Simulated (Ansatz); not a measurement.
**Effect of pressure 10 GPa on InP**

Take InP in the zinc blende structure (space group F-43m, No. 216; a = 5.959 Å) as the base.

One thing is altered: a hydrostatic pressure of 10 GPa.

Computed with DFT with PBE, PAW potentials and a 420 eV plane-wave cutoff in Ansatz (a first-principles code), without spin-orbit coupling. Γ-centred 10×10×10 mesh, Fermi–Dirac width 0.05 eV.

The volume per atom falls by 3.120 Å³, from 26.46 Å³ to 23.33 Å³ and the density increases by 0.61 g/cm³ to 5.19 g/cm³. The lattice parameter a falls by 0.244 Å, from 5.959 Å to 5.715 Å and the shortest interatomic distance shrinks by 0.1057 Å to 2.475 Å. The enthalpy H = E + PV relative to the base's energy is +1.54 eV/atom and the band gap goes up by 0.68 eV to 1.12 eV. The gap character remains direct at Γ and the width of the top valence band increases by 0.58 eV to 3.27 eV. The electron mass goes from 0.037 mₑ (at Γ) to 0.084 mₑ (at Γ) and the hole mass (degenerate bands, along [100]) goes from 0.037, 0.47, 0.47 mₑ (at Γ) to 0.083, 0.40, 0.40 mₑ (at Γ). The valley order (the lowest conduction-band minima on the path, energy above the VBM, named in the base's zone) goes from Γ 0.44 eV; L along ⟨111⟩ 1.38 eV; X along ⟨100⟩ 1.85 eV to Γ 1.12 eV; X along ⟨100⟩ 1.63 eV; L along ⟨111⟩ 1.68 eV.

Final structure:

```xyz
2
Lattice="0.0000 2.8576 2.8576 2.8576 0.0000 2.8576 2.8576 2.8576 0.0000" Properties=species:S:1:pos:R:3 pbc="T T T"
P      1.4288     1.4288     1.4288
In     0.0000     0.0000     0.0000
```

Cost of the whole job for the changed cell (relaxation, final SCF and bands): about 15 core-seconds (a rough figure).

Load acts through the strain it causes; cell and atoms are relaxed under it. Masses are band curvatures over ±0.01 Å⁻¹ around the edge. Stability against distortions was not tested. Measured, InP leaves this structure (for rock salt) near 9.8 GPa (temperature not stated; as listed in Datta, Sujoy, Jana, Debnarayan, arXiv (2020)).
